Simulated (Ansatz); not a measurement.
# Response to strain in YN

Consider YN in the rock salt structure (space group Fm-3m, No. 225).

```
CELL_PARAMETERS angstrom
      0.00000     2.42808     2.42808
      2.42808     0.00000     2.42808
      2.42808     2.42808     0.00000
ATOMIC_POSITIONS crystal
  N  0.00000 0.00000 0.00000
  Y  0.50000 0.50000 0.50000
```

Cartesian axes are those of the cell as printed.

Strains are applied to the cell and any free atomic positions relax; under biaxial strain the out-of-plane vector relaxes too; under stress the whole cell relaxes.

Computed with PBEsol (Ansatz, an electronic-structure program; PAW; 420 eV plane waves; spin-orbit coupling left out).

Candidates:
(a) isotropic strain −3.00 %
(b) strain tensor (xx, yy, zz, yz, xz, xy) = (−2.27, −1.45, +1.38, +0.39, +0.55, −0.85) %
(c) uniaxial stress, 5 GPa compression along x
(d) biaxial strain −0.63 %, plane normal [001], relaxed out of plane
(e) isotropic strain −2.05 %

Notes on the quantities. energy relative to the base: free energy F.

### Question
Order them by energy relative to the base, highest first.

### Answer
(a) isotropic strain −3.00 % (+68 meV/atom), (e) isotropic strain −2.05 % (+31 meV/atom), (b) strain tensor (xx, yy, zz, yz, xz, xy) = (−2.27, −1.45, +1.38, +0.39, +0.55, −0.85) % (+17 meV/atom), (c) uniaxial stress, 5 GPa compression along x (+3.2 meV/atom), (d) biaxial strain −0.63 %, plane normal [001], relaxed out of plane (+1.4 meV/atom)

The mesh was chosen for an insulator and is coarse for the gapless case. Stability under load was not tested beyond the relaxation. All final runs are without spin polarisation.
